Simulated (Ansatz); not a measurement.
CsCl-type KI (model structure) was calculated with r²SCAN+rVV10 (Ansatz, a program for electronic structure, plane waves, PAW).

Settings: plane-wave cutoff 500 eV, 8×8×8 k mesh, gaussian smearing 0.02 eV, scalar-relativistic PAW data made under PBE.

Cell (relaxed at this level):

```yaml
crystal:
  lattice:
    - [4.23722, 0.00000, 0.00000]
    - [0.00000, 4.23722, 0.00000]
    - [0.00000, 0.00000, 4.23722]
  atoms:
    - { symbol: K, position: [0.00000, 0.00000, 0.00000] }
    - { symbol: I, position: [0.50000, 0.50000, 0.50000] }
```

### Question
Predict the band gap.

### Answer

band gap: 4.07 eV (on the SCF k mesh)

Note: the relaxation could raise the start's symmetry but not lower it, so the cell can be a saddle point.

Spin–orbit coupling is not included; with these elements it can move the gap by several tenths of an eV or more.

Computed values are for the static lattice.

Cost on a shared machine: very roughly 40 core-seconds.

A model structure was made by putting elements into a prototype or built by hand; it is no filed structure, need not be a known phase, and can be a saddle point held by its symmetry.
